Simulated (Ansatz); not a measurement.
**TiC: response to strain**

Consider TiC in the rock salt structure (space group Fm-3m, No. 225; a = 4.328 Å; relaxed with 0.1 eV smearing). Axes: x, y, z lie along the cube axes.

Strains are applied to the cell and any free atomic positions relax; under biaxial strain the out-of-plane vector relaxes too.

Computed with DFT with r2SCAN, PAW potentials and a 500 eV plane-wave cutoff in Ansatz (a quantum-chemistry and plane-wave program), no SOC.

Candidates:
(a) biaxial strain +4.98 %, plane normal [001], relaxed out of plane
(b) uniaxial strain ε_yy = −5.97 %
(c) uniaxial strain ε_xx = +3.52 %

Notes on the quantities. energy relative to the base: free energy F.

Q: Order them by energy relative to the base, lowest first.

A: (c) uniaxial strain ε_xx = +3.52 % (+18 meV/atom), (b) uniaxial strain ε_yy = −5.97 % (+75 meV/atom), (a) biaxial strain +4.98 %, plane normal [001], relaxed out of plane (+79 meV/atom)

Whether these cells are dynamically stable was not tested. All final runs are without spin polarisation.
